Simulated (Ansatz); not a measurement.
Input and output of a self-consistent single point for the (001) slab of Ga (cut from a parent of space group no. 64; 8 atoms in the cell) (Ansatz, an electronic-structure program).

Method: PBEsol, default PAW files made with PBE (plane waves; Ansatz).

```yaml
crystal:
  lattice:
    - [4.42484, 0.00000, 0.00000]
    - [-6.56411, 3.87334, 0.00000]
    - [0.00000, 0.00000, 22.28449]
  atoms:
    - { symbol: Ga, position: [0.00000, 0.84510, 0.48362] }
    - { symbol: Ga, position: [0.00000, 0.65490, 0.38249] }
    - { symbol: Ga, position: [0.00000, 0.34510, 0.41525] }
    - { symbol: Ga, position: [0.00000, 0.15490, 0.31412] }
    - { symbol: Ga, position: [0.00000, 0.84510, 0.68588] }
    - { symbol: Ga, position: [0.00000, 0.65490, 0.58475] }
    - { symbol: Ga, position: [0.00000, 0.34510, 0.61751] }
    - { symbol: Ga, position: [0.00000, 0.15490, 0.51638] }
```

Reference input (self-consistent single point, DFT, PBEsol, plane waves, default PAW files made with PBE): basis.ecutwfc = 30.9 Ry; kpoints.mp_grid.grid = 7 7 1; hamiltonian.xc = pbesol; hamiltonian.pseudopotentials = {kind: paw} (the program's default PAW files); scf.occupations.method = gaussian; scf.occupations.width = 0.0073 Ry. This run's input differs from it in these lines:

Ansatz 0.2 input:
```diff
@@ -19,3 +19,3 @@
   mp_grid:
-    grid: [7, 7, 1]
+    grid: [12, 12, 1]
 hamiltonian:
```

Output (repeated stretches shortened):

```
SCF iter   1: F=—  HF=-29943.095001 eV  |F-HF|=—  |Δ(HF+E_count)|=         —  Δρ=1.86e-3  dr2=1.30e-2  ethr=1.77e-3  ⟨swp⟩=7.2  Hψ=10029  notcnv=0  defer=9
all-band conjugate gradients solve this SCF's bands
preconditioner: auto → LDOS
SCF iter   2: F=—  HF=-29943.090486 eV  |F-HF|=—  |Δ(HF+E_count)|=   4.52e-3  Δρ=1.16e-3  dr2=5.87e-3  ethr=1.25e-5  ⟨swp⟩=2.3  Hψ=5542  notcnv=0  defer=98
   [... lines left out ...]
SCF iter   4: F=—  HF=-29943.087223 eV  |F-HF|=—  |Δ(HF+E_count)|=   3.48e-4  Δρ=9.82e-5  dr2=5.96e-5  ethr=6.51e-7  ⟨swp⟩=2.0  Hψ=4767  notcnv=0  defer=98
SCF iter   5: F=—  HF=-29943.087292 eV  |F-HF|=—  |Δ(HF+E_count)|=   6.83e-5  Δρ=2.92e-5  dr2=3.30e-6  ethr=5.73e-8  ⟨swp⟩=2.0  Hψ=4777  notcnv=0  defer=98
SCF iter   6: F=—  HF=-29943.087295 eV  |F-HF|=—  |Δ(HF+E_count)|=   3.37e-6  Δρ=9.90e-6  dr2=4.05e-7  ethr=3.18e-9  ⟨swp⟩=2.0  Hψ=4250  notcnv=0  defer=98
SCF iter   7: F=-29943.087295 eV  HF=-29943.087295 eV  |F-HF|=5.40e-8  |Δ(HF+E_count)|=   3.97e-7  Δρ=3.62e-6  dr2=4.40e-8  ethr=9.62e-11  ⟨swp⟩=12.9  Hψ=14304  notcnv=0
SCF 1 converged in 7 iterations: F = -29943.087295 eV  dr2 = 4.40e-8
Free energy (F): -29943.087295 eV
Internal energy: -29943.068189 eV  (E = F + TS)
E sigma→0 (E₀):  -29943.077742 eV
Entropy (-TS):   -0.019106 eV (-2.388 meV/atom)
Fermi energy:    1.022538 eV
--- Forces (eV/Å), atoms counted from 1 ---
  atom   1  Ga     0.06847908    -0.04040802     0.16610002
  atom   2  Ga    -0.34814333     0.20543180    -0.30688098
  atom   3  Ga     0.23667321    -0.13965571     0.13987900
  atom   4  Ga     0.22822879    -0.13467284    -0.09000642
  atom   5  Ga    -0.22822879     0.13467284     0.09000642
  atom   6  Ga    -0.23667321     0.13965571    -0.13987900
  atom   7  Ga     0.34814333    -0.20543180     0.30688098
  atom   8  Ga    -0.06847908     0.04040802    -0.16610002
--- Stress (GPa, compression-positive) ---
       -0.858795      -0.794527      -0.424225
       -0.794527      -1.736439       0.250326
       -0.424225       0.250326       0.714544
  P = ⅓ Tr σ = -0.6269 GPa (-6.269 kbar)
  The stress holds the Pulay correction. Without it, at fixed plane waves, as pw.x and ABINIT print it: P = -0.6417 GPa
```

The run converged in 7 iterations. Against the reference run the free energy rises by 4.6 meV/atom and the largest force hardly changes (0.515 to 0.508 eV/Å).

The starting cell has typed, rounded lattice constants, without a prior relaxation at this level. The slab is cut from that crystal, and its faces are unrelaxed. Its lattice was rescaled by up to half a per cent.

Cost on one core of a shared machine: roughly 40 s.
